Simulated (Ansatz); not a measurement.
**Habitual settings against a tight run: MnCoSn₄ (I422, 6 atoms in the cell)**

Self-consistent single point.

```yaml
crystal:
  lattice:
    - [-3.31240, 3.31240, 2.73744]
    - [3.31240, -3.31240, 2.73744]
    - [3.31240, 3.31240, -2.73744]
  atoms:
    - { symbol: Mn, position: [0.50000, 0.50000, 0.00000], spin: 4.0 }
    - { symbol: Co, position: [0.00000, 0.00000, 0.00000], spin: 3.0 }
    - { symbol: Sn, position: [0.91399, 0.41399, 0.82798] }
    - { symbol: Sn, position: [0.41399, 0.58601, 0.50000] }
    - { symbol: Sn, position: [0.58601, 0.08601, 0.17202] }
    - { symbol: Sn, position: [0.08601, 0.91399, 0.50000] }
```
(The spins are starting values, not results.)

Method of the run: LDA (PW92), default PAW files made with PBE (plane waves; Ansatz, a quantum-chemistry and plane-wave program).

Base settings: basis.ecutwfc = 420 eV; kpoints.mp_grid.grid = 6 6 6; hamiltonian.xc = lda; hamiltonian.pseudopotentials = {kind: paw} (the program's default PAW files); magnetization.spin_polarized = true; scf.occupations.method = fermi_dirac; scf.occupations.width = 0.1 eV.

Tight run (finer mesh or higher cutoff; not a proven limit): basis.ecutwfc: 420 eV → 590 eV; kpoints.mp_grid.grid: 6 6 6 → 9 9 9; scf.convergence.dr2_threshold: default (1e-07 eV) → 1e-09 eV. It gave Fermi level (on the code's own zero) 13.22 eV; pressure -9.56 GPa; largest force (vector length) 0.165 eV/Å; size of the cell's spin moment 2.90 μB.

Quick runs, as changes from the base:
- A: the base itself
- B: basis.ecutwfc: 420 eV → 335 eV; kpoints.mp_grid.shift: default → 0.5 0.5 0.5
- C: basis.ecutwfc: 420 eV → 295 eV; kpoints.mp_grid.grid: 6 6 6 → 4 4 4

Energies are extrapolated to zero smearing width, which holds to low order in the width alone.

The count of work is k-points × plane waves × bands × iterations; it is no time. 

Pressures in the table are Ansatz's without its Pulay estimate, at a fixed set of plane waves; the tight run's value above holds the estimate.

The starting cell comes from a database of computed structures (which also holds hypothetical and non-ambient phases and stackings), without a prior relaxation at this level. Its lattice was rescaled by a random factor within 2.5 % of one. The magnetic order is the one reached from the typed start; others were not searched systematically. In the base run, with a pressure of about -10 GPa the cell is away from its equilibrium volume at this level.

```tsv
run	energy less tight (meV/atom)	pressure less tight (GPa)	largest miss in a force vector (eV/Å)	size of the net moment less tight (μB/atom)	count of work / tight
A	3.8	-0.20	0.007	-0.04	0.23
B	26.3	-2.28	0.003	0.03	0.14
C	183.2	-12.25	0.071	0.07	0.057
```

Among the runs at the tight run's level, the energy misses run from 3.8 to 183.2 meV/atom.

Left out of this page: 3 runs of the series outside the window shown, repeating another row's setting, or not comparable.

Keys are those of Ansatz 0.2.
